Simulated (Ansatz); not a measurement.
# Rutile MgH₂

Calculation: PBE (Ansatz, an electronic-structure program, plane waves, PAW).

Numerical settings: plane-wave cutoff 500 eV, 8×8×10 k mesh (along the axes of the cell as run), gaussian smearing 0.02 eV, scalar-relativistic PAW data made under PBE.

Cell (relaxed at this level):

Space group P4₂/mnm (No. 136); a = b = 4.514 Å, c = 3.015 Å, α = β = γ = 90.00°

```tsv
atom	site	symmetry	x	y	z
Mg	2a	m.mm	0.0000	0.0000	0.0000
H	4f	m.2m	0.3045	0.3045	0.0000
```

For rutile MgH₂, the band gap is 3.76 eV (on the SCF k mesh).
